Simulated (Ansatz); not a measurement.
# Mo: tensor shear ε_xy = +1.14 %

Take Mo in the bcc (W type) structure (space group Im-3m, No. 229; a = 3.112 Å; relaxed with 0.1 eV smearing) as the base. Axes: x, y, z lie along the cube axes.

It is then changed as follows: a pure shear with ε_xy = ε_yx = 0.0114, atoms relaxed at fixed cell.

All numbers come from Ansatz (a program for electronic structure), LDA, PAW, cutoff 420 eV, scalar-relativistic without spin-orbit coupling. k-mesh 30×30×30 (Γ-centred); smearing 0.1 eV (Fermi–Dirac).

* **Volume per atom**: 15.06 Å³ (base 15.06 Å³)
* **Space group**: Fmmm (No. 69) (base Im-3m (No. 229))
* **Shortest interatomic distance**: 2.674 Å (base 2.695 Å)
* **Energy relative to the base (free energy F)**: +2.6 meV/atom
* **Pressure (mean of the normal stresses, compression positive)**: 0.1 GPa (base 0.0 GPa)
* **Band gap**: zero (base zero)
* **Stress (xx, yy, zz, yz, xz, xy; compression positive)**: (0.1, 0.1, 0.1, 0.0, 0.0, -2.5) GPa

The cells carry an imposed strain or load. Stability against distortions was not tested. All final runs are without spin polarisation.
